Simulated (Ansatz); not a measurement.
The starting structures come from a database of crystals and need not be the phases stable at ambient conditions.

Inside the gap of an insulator the Bloch states are evanescent, with a wavenumber k + iκ along the transport direction.

Given:

```xyz
16
Lattice="5.5238 0.0000 0.0000 1.8050 7.0173 0.0000 1.3044 -1.7564 5.0721" Properties=species:S:1:pos:R:3 pbc="T T T"
Na     4.9811     0.5891     3.3648
Na     3.6522     4.6718     1.7073
Zn     0.0000     0.0000     0.0000
Zn     0.9025     3.5086     0.0000
S      2.6388     1.1916     1.6249
S      5.9945     4.0692     3.4472
O      1.3465     0.4316     1.6357
O      7.2868     4.8293     3.4364
O      2.5852     2.2979     0.6144
O      6.0481     2.9630     4.4577
O      3.7596     0.2557     1.3074
O      4.8736     5.0051     3.7647
O      2.9095     1.7696     2.9761
O      5.7238     3.4913     2.0960
F      6.6940     0.1485     4.6372
F      1.9392     5.1124     0.4349
```

Space group of this cell: C2/c. The cell is taken as given; by r2SCAN its mean pressure is -5.1 GPa.

Transport runs along the normal of the first two printed cell vectors.

No gap correction and no spin-orbit coupling; mid-gap values are interpolated between computed energies.

Q: State the band gap and the smallest decay constant κ at mid-gap according to r2SCAN (Ansatz, a first-principles code).

A: Gap 4.91 eV on a 6×6×6 mesh; κ = 0.463 1/Å, at the zone centre.
